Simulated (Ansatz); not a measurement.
Where the default PAW files enter, the runs use the earlier of Ansatz's two default sets.

By PBEsol, the system below comes out a metal.

Without scattering a metal conducts by its projected Fermi surface.

Consider the following.

```
CELL_PARAMETERS angstrom
      3.38773     0.00000     0.00000
      0.00000     5.68118     0.00000
      0.00000     0.00000     5.24437
ATOMIC_POSITIONS crystal
  Si 0.25000 0.41768 0.82109
  Si 0.75000 0.58232 0.17891
  Si 0.75000 0.91768 0.67891
  Si 0.25000 0.08232 0.32109
  Ni 0.75000 0.31148 0.50795
  Ni 0.25000 0.68852 0.49205
  Ni 0.25000 0.81148 0.99205
  Ni 0.75000 0.18852 0.00795
```

Space group of this cell: Pnma. The cell is strained (all lengths scaled by 1.02); by PBEsol its mean pressure is -10.8 GPa.

The current flows along the normal of the first two printed cell vectors. No spin-orbit coupling; the value is a mean over 0.1 eV about the Fermi level.

### Question
Compute, with PBEsol run with Ansatz (a program for electronic structure), the ballistic conductance per area.

### Answer
0.65 × 10¹⁵ S/m² for both spins.
